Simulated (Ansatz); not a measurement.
Results of LDA (Ansatz, a first-principles code, plane waves, PAW) for ScAlN2 (model structure, P3m1, No. 156, 4 atoms in the cell).

Run with plane-wave cutoff 520 eV, 12×12×8 k mesh (along the axes of the cell as run), Fermi–Dirac smearing 0.01 eV, scalar-relativistic PAW data made under PBE.

Cell (relaxed at this level):

```cif
data_AlN2Sc
_chemical_formula_sum 'Sc1 N2 Al1'
_space_group_name_H-M_alt 'P3m1'
_space_group_IT_number 156
_space_group_name_Hall 'P 3 -2"'
_cell_length_a 3.30495
_cell_length_b 3.30495
_cell_length_c 5.03504
_cell_angle_alpha 90.000
_cell_angle_beta 90.000
_cell_angle_gamma 120.000
loop_
_atom_site_label
_atom_site_type_symbol
_atom_site_symmetry_multiplicity
_atom_site_Wyckoff_symbol
_atom_site_fract_x
_atom_site_fract_y
_atom_site_fract_z
_atom_site_occupancy
Sc1 Sc 1 b 0.33333 0.66667 0.98768 1
N1 N 1 b 0.33333 0.66667 0.41029 1
Al1 Al 1 c 0.66667 0.33333 0.50067 1
N2 N 1 c 0.66667 0.33333 0.87135 1
```

**Question.** What does this level give for the band gap, direct gap at Γ and bulk modulus B0?

**Answer.** 
- band gap = 3.24 eV (on the SCF k mesh)
- direct gap at Γ = 3.65 eV
- bulk modulus B0 = 159 GPa

Note: the bulk modulus is −V dP/dV from two relaxed cells at ±2 % in volume; the relaxation could raise the start's symmetry but not lower it, so the cell can be a saddle point.

A model structure was made by putting elements into a prototype or built by hand; it is no filed structure, need not be a known phase, and can be a saddle point held by its symmetry.
